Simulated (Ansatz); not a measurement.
Consider CdS in the wurtzite structure (space group P6_3mc, No. 186; a = 4.124 Å, c = 6.708 Å). Axes: x lies along a and z along c of the hexagonal cell.

Calculations: DFT with PBEsol, PAW potentials and a 420 eV plane-wave cutoff in Ansatz (a program for electronic structure), spin-orbit coupling left out.

Strains are applied to the cell and any free atomic positions relax.

One change was made to it. Results:

The valence-band top at Γ (three highest levels, from the VBM) changes from 0.00, 0.00, -0.05 eV to 0.00, 0.00, -0.15 eV; the width of the top valence band drops by 0.06 eV (1.74 eV → 1.68 eV); the energy grows by 6.4 meV/atom; the band gap falls by 0.126 eV (1.09 eV → 0.97 eV).

Question: Which of these changes matches the shifts?
A. uniaxial strain ε_zz = +1.80 %
B. uniaxial strain ε_zz = +0.60 %
C. uniaxial strain ε_zz = +3.00 %

Answer: C, uniaxial strain ε_zz = +3.00 %. For comparison, the band gap in the other runs: uniaxial strain ε_zz = +0.60 % gives 1.07 eV; uniaxial strain ε_zz = +1.80 % gives 1.02 eV.

Whether these cells are dynamically stable was not tested.
